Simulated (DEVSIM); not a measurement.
Device: abrupt Si p-n junction, at 300 K.

```tsv
layer (left to right)	material	thickness (μm)	Nd (cm⁻³)	Na (cm⁻³)	τn (s)	τp (s)
1	Si	8.40	-	2.2e16	0.00013	0.00013
2	Si	0.440	4.9e16	-	0.00013	0.00013
```

Left contact: ohmic. Right contact: ohmic. Voltage is applied to the left contact. Recombination: SRH at mid-gap, Auger. Mobility is μmin + (μ − μmin)/(1 + (N/Nref)^α).

Constants are typed, rounded textbook-type inputs, not results; the design itself was drawn at random and stands for no fabricated device. Values at 300 K.

```
parameter           Si
-------------  -------
gap (eV)         1.124
affinity (eV)     4.05
permittivity      11.7
Nc (cm⁻³)      2.86e19
Nv (cm⁻³)       3.1e19
μn (cm²/Vs)       1417
μp (cm²/Vs)        470
μn,min              52
μp,min              45
Nref,n          9.7e16
Nref,p          2.2e17
αn                0.68
αp                0.72
Cn (cm⁶/s)     2.8e-31
Cp (cm⁶/s)     9.9e-32
```

Simulated with DEVSIM: 1D drift-diffusion, Boltzmann statistics, complete ionisation; no tunnelling, impact ionisation, image-force lowering or self-heating.

The thickness of layer 1 was swept, all else fixed.

| thickness of layer 1 (μm) | dark forward voltage at 1 A/cm² (V) | dark forward voltage at 100 A/cm² (V) |
|---|---|---|
| 1.7 | 0.574 | 0.698 |
| 2.9 | 0.582 | 0.711 |
| 5 | 0.588 | 0.727 |
| 8.4 | 0.592 | 0.744 |
| 14 | 0.595 | ? |
| 25 | 0.598 | 0.823 |
| 42 | 0.600 | 0.896 |

What belongs in the gaps?


- 14, dark forward voltage at 100 A/cm² (V): 0.773
